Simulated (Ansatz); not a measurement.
**GaN: isotropic strain +1.30 %**

The parent structure is GaN in the wurtzite structure (space group P6_3mc, No. 186; a = 3.183 Å, c = 5.184 Å).

Modification: every lattice vector is stretched by 1.30 %; the atoms relax in the strained cell.

Method: Ansatz (a first-principles code), r2SCAN, PAW, cutoff 500 eV, no spin-orbit coupling. k-mesh 12×12×7 (Γ-centred); smearing 0.05 eV (Fermi–Dirac).

| quantity | base | changed | shift |
|---|---|---|---|
| volume per atom | 11.37 Å³ | 11.82 Å³ | +0.45 Å³ |
| energy relative to the base (free energy F) | 0 meV/atom | +10 meV/atom | +10 meV/atom |
| pressure (mean of the normal stresses, compression positive) | 0.0 kbar | -70.1 kbar | -70.1 kbar |
| band gap | 2.35 eV | 2.08 eV | -0.27 eV |
| gap character | direct at Γ | direct at Γ | – |
| mean gap deformation potential ΔEg/Δln V | – | -7.0 eV | – |
| width of the top valence band | 2.85 eV | 2.72 eV | -0.13 eV |
| electron mass | 0.17 mₑ along c, 0.19 mₑ across (at Γ) | 0.15 mₑ along c, 0.17 mₑ across (at Γ) | – |
| valence-band top at Γ (three highest levels, from the VBM) | 0.00, 0.00, -0.04 eV | 0.00, 0.00, -0.03 eV | – |

Final structure:

```
CELL_PARAMETERS angstrom
      3.22450     0.00000     0.00000
     -1.61225     2.79250     0.00000
      0.00000     0.00000     5.25102
ATOMIC_POSITIONS crystal
  Ga 0.66667 0.33333 0.00101
  Ga 0.33333 0.66667 0.50101
  N  0.66667 0.33333 0.62419
  N  0.33333 0.66667 0.12419
```

Effective masses come from finite differences of ±0.01 Å⁻¹. Whether these cells are dynamically stable was not tested.
